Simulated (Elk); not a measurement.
Input and output of a self-consistent single point for MgAl (Pm-3m, 2 atoms in the cell) (Elk).

Computed with LDA (PW92), all-electron FP-LAPW, Elk's shipped species files, APW+lo basis with extra local orbitals (Elk).

```xyz
2
Lattice="3.3984 0.0000 0.0000 0.0000 3.3984 0.0000 0.0000 0.0000 3.3984" Properties=species:S:1:pos:R:3 pbc="T T T"
Mg     1.6992     1.6992     1.6992
Al     0.0000     0.0000     0.0000
```

Reference input (self-consistent single point, DFT, PBEsol, all-electron FP-LAPW, Elk's shipped species files, APW+lo basis with extra local orbitals): xctype = 22; rgkmax = 7.5; stype = 0; swidth = 0.00734986 Ha; ngridk = 13 13 13; gmaxvr = 16 1/bohr; nxlo = 2; lorbcnd = true; lmaxi = 2. This run's input differs from it in these lines:

```diff
@@ -4,3 +4,3 @@
 xctype
-  22
+  3
```

Log, with long lists cut:

```
│ Self-consistent loop started │
│ Loop number : 1 │
 total energy                :     -441.574593998
│ Loop number : 2 │
 total energy                :     -441.576181768
RMS change in Kohn-Sham potential (target) :   0.2862344621E-01 (  0.1000000000E-05)
Absolute change in total energy (target)   :   0.1587770772E-02 (  0.1000000000E-03)
│ Loop number : 3 │
 total energy                :     -441.578073939
RMS change in Kohn-Sham potential (target) :   0.2439525785E-01 (  0.1000000000E-05)
Absolute change in total energy (target)   :   0.2289112933E-02 (  0.1000000000E-03)
│ Loop number : 4 │
   [... lines left out ...]
Absolute change in total energy (target)   :   0.2841436662E-03 (  0.1000000000E-03)
│ Loop number : 12 │
 total energy                :     -441.435060501
RMS change in Kohn-Sham potential (target) :   0.2963808307E-06 (  0.1000000000E-05)
Absolute change in total energy (target)   :   0.1014535483E-03 (  0.1000000000E-03)
│ Loop number : 13 │
 total energy                :     -441.435054163
RMS change in Kohn-Sham potential (target) :   0.6581695948E-07 (  0.1000000000E-05)
Absolute change in total energy (target)   :   0.3170165195E-04 (  0.1000000000E-03)
Convergence targets achieved

│ Loop number : 14 │

Energies :
 Fermi                       :     0.184458329435
 total energy                :     -441.435054295

Density of states at Fermi energy :    22.31439979
 (states/Hartree/unit cell)

Estimated indirect band gap :   0.8959347137E-03
 from k-point     84 to k-point      3
Estimated direct band gap   :   0.2194033908E-01
 at k-point     76

Charges :
 core                        :    6.000000000
 valence                     :    19.00000000
 interstitial                :    3.325040364
 muffin-tins (core leakage)
  species :    1 (Mg)
   atom    1                 :    10.51120829     (  0.6661338148E-15)
  species :    2 (Al)
   atom    1                 :    11.16375134     (  0.4931511434E-03)
 total in muffin-tins        :    21.67495964
 total calculated charge     :    24.98484584
 total charge                :    25.00000000
 error                       :   0.1515416266E-01

│ Self-consistent loop stopped │
```

The run converged in 14 iterations. The count includes the last loop, which Elk runs after its targets are met. 

The starting cell comes from a database of computed structures (which also holds hypothetical and non-ambient phases and stackings), without a prior relaxation at this level. Its lattice was rescaled by a random factor within 2.5 % of one. Values depend on the basis (sphere radii, cutoffs, local orbitals), which need not be converged. The log's line on a gap gives a spacing of levels on this mesh, which the program prints for metals too.

Cost on one core of a shared machine: roughly 30 s.
